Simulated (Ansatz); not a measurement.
The starting structures come from a database of crystals and need not be the phases stable at ambient conditions.

The decay constant κ of evanescent states in the gap governs leakage through a thin film.

Data:

```xyz
15
Lattice="7.2566 0.0000 0.0000 -3.6283 6.2844 0.0000 3.6283 2.0948 5.9099" Properties=species:S:1:pos:R:3 pbc="T T T"
Cu     3.6283     6.2844     0.0119
Cu     5.4327     5.2425     3.6592
Cu     7.2566     2.0836     3.6592
Cu     1.8238     5.2425     3.6592
Sn     0.0000     4.1896     1.6679
P      1.8536     1.0702     2.9370
P      5.4029     1.0702     2.9370
P      3.6283     4.1440     2.9370
P      3.6283     2.0948     3.6644
P      1.8394     1.0620     0.7626
P      5.4171     1.0620     0.7626
P      3.6283     4.1604     0.7626
P      5.4994     5.2041     5.8984
P      7.2566     2.1605     5.8984
P      9.0137     5.2041     5.8984
```

Space group of this cell: R3m. The cell is taken as given; by r2SCAN its mean pressure is 0.5 GPa.

Transport runs along the normal of the first two printed cell vectors, the (001) plane of the conventional cell.

The gap is the functional's own, uncorrected, and κ follows it; spin-orbit coupling is left out. Mid-gap values are interpolated between the computed energies.

Problem. Give the band gap and the smallest decay constant κ at mid-gap that r2SCAN (Ansatz, an electronic-structure program) yields.

Solution. Gap 0.55 eV on a 6×6×6 mesh; κ = 0.102 1/Å, at the zone centre.
